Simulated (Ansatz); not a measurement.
Tunnelling through a barrier is set by its complex band structure: the current falls as exp(−2κd) with the smallest κ.

Given:

```yaml
crystal:
  lattice:
    - [5.46933, 0.00000, 0.00000]
    - [0.00000, 5.46949, 0.00000]
    - [0.00000, 0.00000, 5.46936]
  atoms:
    - { symbol: Ca, position: [0.75000, 0.00000, 0.20433] }
    - { symbol: Ca, position: [0.25000, 0.00000, 0.70433] }
    - { symbol: Ca, position: [0.75000, 0.50000, 0.70433] }
    - { symbol: Ca, position: [0.25000, 0.50000, 0.20433] }
    - { symbol: F, position: [0.00000, 0.25000, 0.45433] }
    - { symbol: F, position: [0.00000, 0.75000, 0.95433] }
    - { symbol: F, position: [0.00000, 0.25000, 0.95433] }
    - { symbol: F, position: [0.00000, 0.75000, 0.45433] }
    - { symbol: F, position: [0.50000, 0.75000, 0.45434] }
    - { symbol: F, position: [0.50000, 0.25000, 0.95434] }
    - { symbol: F, position: [0.50000, 0.75000, 0.95434] }
    - { symbol: F, position: [0.50000, 0.25000, 0.45434] }
```

Space group of this cell: Fm-3m, fluorite. The cell was relaxed by PBE-D3(BJ); by r2SCAN its mean pressure is -1.4 GPa.

Transport runs along the normal of the first two printed cell vectors.

No gap correction and no spin-orbit coupling; mid-gap values are interpolated between computed energies.

**Question.** Compute, with r2SCAN in Ansatz (a first-principles code), the band gap and the smallest decay constant κ at mid-gap.

**Answer.** Gap 7.93 eV on a 6×6×6 mesh; κ = 0.546 1/Å, at the zone centre.
